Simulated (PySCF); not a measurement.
PySCF 2.14.0, BP86/def2-svp, df: Zr(I)2(OH)2 ([OH][Zr]([OH])([I])[I]), 7 atoms. The geometry is a generated start, not checked to be a minimum at this level.

| Quantity | Value |
|---|---|
| task | energy |
| method | bp86 |
| basis | def2-svp |
| two-electron scheme | density fitting |
| mol.max_memory | 3000 MB |
| mf.max_cycle | 100 |
| mf.init_guess | minao (default) |
| mf.DIIS | CDIIS (default) |
| mf.diis_space | 8 (default) |
| mf.conv_tol | 1e-09 (default) |
| mf.grids.level | 3 (default) |
| effective core potentials | those of the basis set, past Kr |
| basis functions | 121 |
| grid points | 114088 |

```xyz
7

Zr     0.1849     0.1368    -0.0724
I      1.8813     1.9613    -1.3093
I      2.0168    -1.3509     1.4026
O     -0.4668    -1.1027    -1.2722
H     -0.9759    -1.9051    -1.4201
O     -0.9024     1.0234     1.1251
H     -1.7379     1.2372     1.5463
```

Charge 0 and multiplicity 1 are set for this test and not shown to be the ground state.

One run each on 2 threads, 1 BLAS thread. Values of level_shift (Hartree) tried: 0 (default), 0.1, 0.3, 1.

Question: Which value of level_shift (Hartree) needs the fewest Fock builds, and what happens away from it?

Answer: Fewest Fock builds, within one of each other: 0 (default) with 20, 0.1 with 19. The count rises to 59 at 1. All converge to one solution.

```json
[
 {"level_shift (Hartree)": "0 (default)", "Fock builds": "20", "end": "same solution"},
 {"level_shift (Hartree)": "0.1", "Fock builds": "19", "end": "same solution"},
 {"level_shift (Hartree)": "0.3", "Fock builds": "24", "end": "same solution"},
 {"level_shift (Hartree)": "1", "Fock builds": "59", "end": "same solution"}
]
```
